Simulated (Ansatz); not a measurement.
# AlCr2C (space group P6_3/mmc, No. 194; non-magnetic)

```cif
data_C2Al2Cr4
_chemical_formula_sum 'Al2 Cr4 C2'
_space_group_name_H-M_alt 'P63/mmc'
_space_group_IT_number 194
_space_group_name_Hall '-P 6c 2c'
_cell_length_a 2.84033
_cell_length_b 2.84033
_cell_length_c 12.70477
_cell_angle_alpha 90.000
_cell_angle_beta 90.000
_cell_angle_gamma 120.000
loop_
_atom_site_label
_atom_site_type_symbol
_atom_site_symmetry_multiplicity
_atom_site_Wyckoff_symbol
_atom_site_fract_x
_atom_site_fract_y
_atom_site_fract_z
_atom_site_occupancy
Al1 Al 2 d 0.66667 0.33333 0.25000 1
Cr1 Cr 4 f 0.33333 0.66667 0.08428 1
C1 C 2 a 0.00000 0.00000 0.00000 1
```

The values are results of PBE, PAW, 420 eV (Ansatz, a quantum-chemistry and plane-wave program; spin-orbit coupling left out), not measurements. Γ-centred 19×19×4 mesh, Fermi–Dirac width 0.05 eV.

The volume per atom is 11.10 Å³ and the density is 5.35 g/cm³. The band gap is zero. The total energy comes out as -1886.167 eV/atom (σ→0; compares only within this code and set-up).

Whether these cells are dynamically stable was not tested. Seeded moments were not kept for the base. All final runs are without spin polarisation.
